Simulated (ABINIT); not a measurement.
ABINIT run on AgBr (Fm-3m, 2 atoms in the cell): dielectric-response calculation.

Level of theory: PBE, norm-conserving pseudopotentials (PseudoDojo nc-sr-05 PBE standard) (plane waves; ABINIT).

This input was run:

```
# AgBr, PseudoDojo nc-sr-05 PBE standard
pp_dirpath "./"
pseudos "Ag.upf, Br.upf"
acell 3*1.0 Angstrom
rprim
         0.0000000000    2.8936550000    2.8936550000
         2.8936550000    0.0000000000    2.8936550000
         2.8936550000    2.8936550000    0.0000000000
natom 2
ntypat 2
znucl 47 35
typat 1 2
xcart
         0.0000000000    0.0000000000    0.0000000000
         2.8936550000    2.8936550000    2.8936550000
      Angstrom
ecut 1116 eV
occopt 1
nband 13
kptopt 1
ngkpt 5 5 5
nshiftk 1
shiftk 0 0 0
istwfk *1
nstep 100
tolvrs1 1.0e-16
ndtset 3
prtwf1 1
getwfk2 1
iscf2 -3
kptopt2 2
nqpt2 1
qpt2 0 0 0
rfelfd2 2
tolwfr2 1.0e-20
prtwf2 1
getddk3 2
rfelfd3 3
getwfk3 1
kptopt3 2
nqpt3 1
qpt3 0 0 0
tolvrs3 1.0e-09
chneut 0
enunit 2
```

Output (repeated stretches shortened):

```
--- !BeginCycle
solver: {iscf: 7, nstep: 100, nline: 4, wfoptalg: 0, }
tolerances: {tolvrs: 1.00E-16, }
...

     iter   Etot(hartree)      deltaE(h)  residm     vres2
 ETOT  1  -168.12575665437    -1.681E+02 2.007E-01 1.026E+04
 ETOT  2  -168.67362830956    -5.479E-01 1.401E-01 1.965E+04
 ETOT  3  -170.50909074062    -1.835E+00 3.958E-02 2.710E+03
 ETOT  4  -170.67073214235    -1.616E-01 3.495E-03 1.113E+03
 ETOT  5  -170.74413362454    -7.340E-02 7.068E-04 3.234E+02
   [... 14 lines left out ...]
 ETOT 20  -170.77521052085    -5.969E-13 1.151E-15 2.303E-13
 ETOT 21  -170.77521052085    -1.279E-12 1.793E-17 1.075E-14
 ETOT 22  -170.77521052085    -1.222E-12 8.794E-18 1.710E-16
 ETOT 23  -170.77521052085    -3.865E-12 2.636E-19 8.900E-17
 At SCF step   23       vres2   =  8.90E-17 < tolvrs=  1.00E-16 =>converged.

 Cartesian components of stress tensor (hartree/bohr^3)
  sigma(1 1)= -3.82622724E-05  sigma(3 2)=  0.00000000E+00
  sigma(2 2)= -3.82622724E-05  sigma(3 1)=  0.00000000E+00
  sigma(3 3)= -3.82622724E-05  sigma(2 1)=  0.00000000E+00

 ----iterations are completed or convergence reached----

 reduced coordinates (array xred) for    2 atoms
       0.000000000000      0.000000000000      0.000000000000
       0.500000000000      0.500000000000      0.500000000000
 cartesian forces (eV/Angstrom) at end:
    1     -0.00000000000000    -0.00000000000000    -0.00000000000000
    2     -0.00000000000000    -0.00000000000000    -0.00000000000000
 frms,max,avg= 0.0000000E+00 0.0000000E+00   0.000E+00  0.000E+00  0.000E+00 e/A
   [... lines left out ...]
 Fermi (or HOMO) energy (hartree) =   0.16325   Average Vxc (hartree)=  -0.36835
 Fermi (or HOMO) energy (eV) =   4.44217   Average Vxc (eV)= -10.02337
total_energy        : -1.70775210520853E+02
-Cartesian components of stress tensor (GPa)         [Pressure=  1.1257E+00 GPa]
 Unit cell volume ucvol=  3.2701438E+02 bohr^3
  WARNING : still subject to testing - especially symmetries.
 Unit cell volume ucvol=  3.2701438E+02 bohr^3
   [... lines left out ...]
   3    2   2    4         0.0000000000         0.0000000000

   1    1   3    4         0.0000000000         0.0000000000
   2    1   3    4        -0.0000000000         0.0000000000
   3    1   3    4         1.5457383429         0.0000000000
   1    2   3    4         0.0000000000         0.0000000000
   2    2   3    4         0.0000000000         0.0000000000
   3    2   3    4        -1.6387033123         0.0000000000

 Calculation completed.
```

The run converged in 23 iterations. 

Summary of the result:
| Item | Result |
|---|---|
| Free energy E − TS | -4647.03 eV |
| Fermi level (on the code's own zero) | 4.44 eV |
| Pressure | 1.13 GPa |
| ε∞ at this k-point mesh, which may be far from converged in small-gap cells (xx, yy, zz) | 6.42, 6.42, 6.42 |
| Born charges at this mesh (mean of the diagonal, e) | Ag 1.55, Br -1.64 |

The starting cell has typed, rounded lattice constants, without a prior relaxation at this level. Its lattice was rescaled by up to half a per cent.

Cost on one core of a shared machine: roughly 20 min.
